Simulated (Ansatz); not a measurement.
The parent structure is Pd in the fcc (Cu type) structure (space group Fm-3m, No. 225; a = 3.9084 Å).

Structures relaxed with r2SCAN (Ansatz, a first-principles code), without spin-orbit coupling.

Base:

Simulated powder pattern, Co Kα, λ = 1.79026 Å (kinematic, ideal powder, no thermal factors, no anomalous dispersion; the 8 strongest lines at most, above 2 %, up to 2θ = 90°):

```
2θ (°)  I/Imax (%)    hkl
------  ----------  -----
46.74          100  (111)
54.52           47  (200)
80.75           30  (220)
```

One thing is altered: every Pd is replaced by Pt; the structure is relaxed again.

Task: Where do the lines fall after the change?

Result: 
Simulated powder pattern, Co Kα, λ = 1.79026 Å (kinematic, ideal powder, no thermal factors, no anomalous dispersion; the 8 strongest lines at most, above 2 %, up to 2θ = 90°):

```tsv
2θ (°)	d (Å)	I/Imax (%)	hkl
46.34	2.275	100	(111)
54.05	1.970	49	(200)
79.96	1.393	33	(220)
```

The indices refer to each structure's own conventional cell; one index is shown for lines that coincide.

Whether these cells are dynamically stable was not tested. All final runs are without spin polarisation. Pt lies near a magnetic instability that expansion can trigger; it was not tested. Pd has a high density of states at the Fermi level and may be magnetic at this level.
